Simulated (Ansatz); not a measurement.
## Smallest direct gap on the k points sampled of NaF (model structure, started from the CsCl type, Pm-3m, No. 221, 2 atoms in the cell) at several levels of theory

No measured value is used here.

```json
[
 {"level (code)": "LDA (Ansatz)", "value (eV)": "5.98"},
 {"level (code)": "PBEsol (Ansatz)", "value (eV)": "6.17"},
 {"level (code)": "r²SCAN (Ansatz)", "value (eV)": "?"},
 {"level (code)": "HSE06 (Ansatz)", "value (eV)": "8.50"},
 {"level (code)": "G0W0@PBEsol (Ansatz)", "value (eV)": "10.97"}
]
```

Question: Fill in the missing entries.

Answer: 
- r²SCAN (Ansatz, a quantum-chemistry and plane-wave program), value (eV): 7.22

At these levels the smallest gap is indirect and lower: LDA 5.64, PBEsol 5.84, r²SCAN 6.89, HSE06 8.16, G0W0@PBEsol 10.63 eV. Computed values are for a static lattice.  G0W0@PBEsol: a quasiparticle level at a band edge is in doubt. Values are at the PBEsol cell. Cutoffs and k meshes differ between the levels. Ansatz's density-functional and Hartree–Fock values are scalar-relativistic unless marked +SOC, with PAW data made under PBE.

A model structure was made by putting elements into a prototype or built by hand; it is no filed structure, need not be a known phase, and can be a saddle point held by its symmetry.
